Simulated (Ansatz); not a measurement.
BeTe under load (space group I-4m2), r2SCAN with spin-orbit coupling, rigid bands (Ansatz, a program for electronic structure). Condition of this run: uniaxial stress zz = 2 GPa (compression positive) (the target of the relaxation). Band gap 1.84 eV, N_c = 1.02e19 cm⁻³ and N_v = 4.88e18 cm⁻³ at 300 K, conductivity masses along x (a = (0.00, 2.85, 2.76) Å; b = (2.85, 0.00, 2.76) Å; c = (2.85, 2.85, 0.00) Å) of 0.279 mₑ (electrons) and 0.390 mₑ (holes). Take k_BT = 0.02585 eV.

Task: What thermal injection velocity √(2k_BT/πm) limits a ballistic channel along the direction named?

Result: 1.02e7 cm/s for electrons and 8.62e6 cm/s for holes, a ratio of √(m_h/m_e) = 1.18, for dilute carriers.

Task: A film of it is 2 nm thick, with its normal along the direction named. Estimate the confinement energies in an infinite well.

Result: ħ²π²/(2m t²) = 0.376 eV·nm²/(m/mₑ × t²) gives 337 meV for electrons and 241 meV for holes, so the gap would widen to about 2.42 eV. Finite barriers and nonparabolic bands lower this, and with several valleys or bands the heaviest mass along the normal sets the lowest level, not this average.

Task: Find the intrinsic carrier density and the intrinsic Fermi level.

Result: n_i = √(N_c N_v) exp(−E_g/2k_BT) = 7.06e18 × exp(−35.59) = 2.5e3 cm⁻³. The level lies (k_BT/2) ln(N_v/N_c) = -10 meV from mid-gap (positive towards the conduction band). Each 0.1 eV added to the gap lowers n_i by a factor of 6.9.

Rigid bands with the computed gap; masses take one relaxation time for all states.
